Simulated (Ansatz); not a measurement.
Start from Ru in the hcp (Mg type) structure (space group P6_3/mmc, No. 194; a = 2.722 Å, c = 4.294 Å; relaxed with 0.1 eV smearing). Axes: x lies along a and z along c of the hexagonal cell.

All numbers come from plane-wave PAW DFT at the PBE level (Ansatz, a first-principles code, 420 eV), without spin-orbit coupling, earlier PAW set.

Base values:

Volume per atom: 13.77 Å³

Now apply this change: tensile biaxial strain of 1.24 % in the plane normal to [001], as in epitaxy on a mismatched substrate; the out-of-plane cell vector and the atoms relax.

Q: Predict the new in-plane stress.

A: The mean in-plane stress (compression positive) amounts to -7.5 GPa.

Q: How does this affect the volume per atom?

A: The volume per atom rises by 0.25 Å³ (13.77 Å³ → 14.02 Å³).

Whether these cells are dynamically stable was not tested. The final runs are not spin-polarised.
